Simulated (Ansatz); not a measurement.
# A computed series for ZnSnO3: response to strain

Take ZnSnO$_{3}$ (space group R3c, No. 161) as the base.

```xyz
10
Lattice="2.6392 1.5237 4.6700 -2.6392 1.5237 4.6700 0.0000 -3.0474 4.6700" Properties=species:S:1:pos:R:3 pbc="T T T"
Zn     0.0000     0.0000     4.1318
Zn     0.0000     0.0000    11.1368
Sn     0.0000     0.0000     0.1761
Sn     0.0000     0.0000     7.1811
O      1.5978     0.0414     5.8039
O     -0.8347     1.3631     5.8039
O     -0.7631    -1.4044     5.8039
O      0.7631     1.6430     8.1389
O     -1.8044    -0.1606     8.1389
O      1.0413    -1.4824     8.1389
```

Cartesian axes are those of the cell as printed.

Strains are applied to the cell and any free atomic positions relax; under biaxial strain the out-of-plane vector relaxes too; under stress the whole cell relaxes.

Method: Ansatz (a first-principles code) PBEsol, spin-orbit coupling left out.

Notes on the quantities. in-plane stress: mean in-plane stress (compression positive).

```json
[
 {"variant": "base", "ratio −ε⊥/ε∥": "–", "band gap": "1.25 eV", "in-plane stress": "–", "shortest interatomic distance": "1.993 Å", "electron mass": "0.19 mₑ (at Γ)"},
 {"variant": "biaxial strain −4.43 %, plane normal [001], relaxed out of plane", "ratio −ε⊥/ε∥": "…", "band gap": "…", "in-plane stress": "…", "shortest interatomic distance": "…", "electron mass": "–"},
 {"variant": "biaxial strain −1.77 %, plane normal [001], relaxed out of plane", "ratio −ε⊥/ε∥": "1.01", "band gap": "1.31 eV", "in-plane stress": "+6.3 GPa", "shortest interatomic distance": "1.978 Å", "electron mass": "0.20 mₑ (at Γ)"},
 {"variant": "biaxial strain −1.52 %, plane normal [001], relaxed out of plane", "ratio −ε⊥/ε∥": "1.00", "band gap": "1.30 eV", "in-plane stress": "+5.4 GPa", "shortest interatomic distance": "1.980 Å", "electron mass": "0.20 mₑ (at Γ)"},
 {"variant": "biaxial strain −0.96 %, plane normal [001], relaxed out of plane", "ratio −ε⊥/ε∥": "0.99", "band gap": "1.29 eV", "in-plane stress": "+3.4 GPa", "shortest interatomic distance": "1.985 Å", "electron mass": "0.19 mₑ (at Γ)"},
 {"variant": "uniaxial stress, 0.5 GPa compression along z", "ratio −ε⊥/ε∥": "–", "band gap": "1.26 eV", "in-plane stress": "–", "shortest interatomic distance": "1.993 Å", "electron mass": "0.19 mₑ (at Γ)"}
]
```

Problem. Complete the table.

Solution. 
- biaxial strain −4.43 %, plane normal [001], relaxed out of plane, ratio −ε⊥/ε∥: 1.04
- biaxial strain −4.43 %, plane normal [001], relaxed out of plane, band gap: 1.32 eV
- biaxial strain −4.43 %, plane normal [001], relaxed out of plane, in-plane stress: +16.4 GPa
- biaxial strain −4.43 %, plane normal [001], relaxed out of plane, shortest interatomic distance: 1.959 Å

Masses are band curvatures over ±0.01 Å⁻¹ around the edge. Stability under load was not tested beyond the relaxation.
